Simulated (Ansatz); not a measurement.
The starting structures come from a database of crystals and need not be the phases stable at ambient conditions.

 Where the default PAW files enter, the runs use the earlier of Ansatz's two default sets.

Crystal: K$_{3}$Cu$_{3}$P$_{2}$ (R-3m, not sure to be the ambient phase, 8 atoms a cell, 23.1 Å³ an atom); planes in its conventional cell.

The numbers are results of PBEsol (plane waves, PAW; Ansatz, a first-principles code), not measurements.

The gap is the functional's own, uncorrected, and κ follows it; spin-orbit coupling is left out. Mid-gap values are interpolated between the computed energies.

| plane | area of the cell (Å²) | mid-gap κ (1/Å) | largest κ in the gap (1/Å) |
|---|---|---|---|
| (101) | 38.8 | 0.17 | 0.17 |
| (001) | 27.7 | ? | ? |

Problem. The slowest decay depends on the direction. Supply the withheld values.

Solution. 
- (001), mid-gap κ (1/Å): 0.23
- (001), largest κ in the gap (1/Å): 0.24
